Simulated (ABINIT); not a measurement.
A self-consistent single point of MgS (I4mm, 2 atoms in the cell) with ABINIT.

Method: LDA (PW92), norm-conserving pseudopotentials (PseudoDojo nc-sr-04 LDA standard) (plane waves; ABINIT).

```
MgS
1.0
    0.00000     2.60780     2.60780
    2.60780     0.00000     2.60780
    2.60780     2.60780     0.00000
Mg S
1 1
Direct
  0.00959   0.00959   0.99041
  0.50000   0.50000   0.50000
```

Reference input (self-consistent single point, DFT, LDA (PW92), plane waves, norm-conserving pseudopotentials (PseudoDojo nc-sr-04 LDA standard)): pseudos = [Mg.upf, S.upf]; ecut = 84 Ry; occopt = 3; tsmear = 0.05 eV; ngkpt = 4 4 4; nshiftk = 1; shiftk = 0 0 0; potentials = PseudoDojo nc-sr-04 LDA standard; nband = 13; kptopt = 1; nstep = 80; toldfe = 1e-09 Ha. This run's input differs from it in these lines:

```diff
@@ -20,3 +20,3 @@
 kptopt 1
-ngkpt 4 4 4
+ngkpt 16 16 16
 nshiftk 1
```

The program printed (abridged):

```
--- !BeginCycle
solver: {iscf: 7, nstep: 80, nline: 4, wfoptalg: 0, }
tolerances: {toldfe: 1.00E-09, }
...

     iter   Etot(hartree)      deltaE(h)  residm     vres2
 ETOT  1  -70.408890668832    -7.041E+01 9.170E-02 1.939E+02
 ETOT  2  -70.447311554917    -3.842E-02 2.476E-02 1.336E+01
 ETOT  3  -70.448673120980    -1.362E-03 5.412E-03 3.190E-01
 ETOT  4  -70.448688651519    -1.553E-05 1.868E-03 1.958E-03
 ETOT  5  -70.448688759627    -1.081E-07 8.925E-04 3.332E-04
 ETOT  6  -70.448688814819    -5.519E-08 2.632E-04 2.756E-06
 ETOT  7  -70.448688814955    -1.362E-10 1.114E-04 1.269E-07
 ETOT  8  -70.448688814973    -1.754E-11 1.476E-04 2.369E-10
 At SCF step    8, etot is converged :
  for the second time, diff in etot=  1.754E-11 < toldfe=  1.000E-09

 Cartesian components of stress tensor (hartree/bohr^3)
  sigma(1 1)=  1.25822066E-04  sigma(3 2)=  0.00000000E+00
  sigma(2 2)=  1.25822066E-04  sigma(3 1)=  0.00000000E+00
  sigma(3 3)=  1.15961672E-04  sigma(2 1)=  0.00000000E+00

 ----iterations are completed or convergence reached----

 reduced coordinates (array xred) for    2 atoms
       0.009587000000      0.009587000000      0.990413000000
       0.500000000000      0.500000000000      0.500000000000
 cartesian forces (eV/Angstrom) at end:
    1     -0.00000000000000    -0.00000000000000    -0.12218458567656
    2      0.00000000000000     0.00000000000000     0.12218458567656
 frms,max,avg= 7.0543303E-02 1.2218459E-01   0.000E+00  0.000E+00 -2.970E-06 e/A
   [... lines left out ...]
 Fermi (or HOMO) energy (eV) =   5.34338   Average Vxc (eV)= -10.19853
   [... lines left out ...]
total_energy        : -7.04486888149730E+01
total_energy_eV     : -1.91700631377792E+03
band_energy         : -1.35202213016024E+01
...

-Cartesian components of stress tensor (GPa)         [Pressure= -3.6051E+00 GPa]
- sigma(1 1)=  3.70181236E+00  sigma(3 2)=  0.00000000E+00
- sigma(2 2)=  3.70181236E+00  sigma(3 1)=  0.00000000E+00
- sigma(3 3)=  3.41170959E+00  sigma(2 1)=  0.00000000E+00

 Calculation completed.
```

The run converged in 8 iterations. Against the reference run the free energy falls by 26.0 meV/atom, the pressure goes from -3.23 to -3.61 GPa, the largest force moves little (0.119 to 0.122 eV/Å) and the gap on the mesh goes from 2.519 to 2.548 eV.

The starting cell has typed, rounded lattice constants, without a prior relaxation at this level. Its lattice was rescaled by up to half a per cent. One atom was moved a little off its site on purpose. With a pressure of about -4 GPa the cell is away from its equilibrium volume at this level.

Cost on one core of a shared machine: roughly 6 min.
